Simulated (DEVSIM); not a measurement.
Device: abrupt Si p-n junction, at 300 K.

Layer 1 from the left is Si, thickness (μm) 26.0, Na (cm⁻³) 3.5e18, τn (s) 8.7e-5, τp (s) 8.7e-5. Layer 2 from the left is Si, thickness (μm) 17.0, Nd (cm⁻³) 1.6e16, τn (s) 8.7e-5, τp (s) 8.7e-5.

Left contact: ohmic. Right contact: ohmic. Voltage is applied to the left contact. Recombination: SRH at mid-gap, radiative, Auger. Mobility is μmin + (μ − μmin)/(1 + (N/Nref)^α).

Constants are typed, rounded textbook-type inputs, not results; the design itself was drawn at random and stands for no fabricated device. Values at 300 K.

Si: gap (eV) 1.124, affinity (eV) 4.05, permittivity 11.7, Nc (cm⁻³) 2.86e19, Nv (cm⁻³) 3.1e19, μn (cm²/Vs) 1417, μp (cm²/Vs) 470, μn,min 52, μp,min 45, Nref,n 9.7e16, Nref,p 2.2e17, αn 0.68, αp 0.72, B (cm³/s) 4.7e-15, Cn (cm⁶/s) 2.8e-31, Cp (cm⁶/s) 9.9e-32.

Estimate by hand the built-in potential, the peak field at zero bias, the capacitance at -3 V, and compare with a numerical solution.


- Built-in potential: ni = √(Nc Nv) exp(−Eg/2kT) = 1.08e10 cm⁻³ with Eg = 1.124 eV; Vbi = kT/q ln(Na Nd/ni²) = 0.874 V; numerical 0.874 V.
- Peak field at zero bias: depletion approximation: W = √(2εVbi/(qN)) = 0.266 μm with N = 1.59e16 cm⁻³; field = 2Vbi/W = 65600 V/cm; numerical 114000 V/cm (estimate below by 43 %).
- Capacitance at -3 V: C = √(qεN / 2(Vbi + |V|)) = 18.5 nF/cm²; numerical 18.6 nF/cm² (estimate below by 0.85 %).

Model (solved in DEVSIM): 1D drift-diffusion, Boltzmann statistics, complete ionisation; no tunnelling, impact ionisation, image-force lowering or self-heating.
